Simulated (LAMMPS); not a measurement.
MD of Ni (fcc) at zero pressure, 4000 atoms, as a crystal; each row is its own run.

Method: classical MD, pair style eam/alloy, file CuNi.eam.alloy (LAMMPS).

```
T (K)  enthalpy (eV/atom)
-----  ------------------
200               -4.3978
300               -4.3714
780               -4.2400
1300              -4.0882
1560              -4.0058
1810              -3.9179
```

Q: Fit a straight line, y = a + b x, to these rows (x is the first column, y the second) and predict the run at x = 1040.

A: Least squares gives a = -4.4624 and b = 0.0002946. At x = 1040 the fit predicts -4.1559 eV/atom. The run itself gave -4.1659 ± 0.0002 eV/atom, so the fit is 10 meV/atom high.

Caution (row 1810): this crystal lies over the melting point of about 1570 K that EAM-type CuNi.eam.alloy gives, so it is superheated.
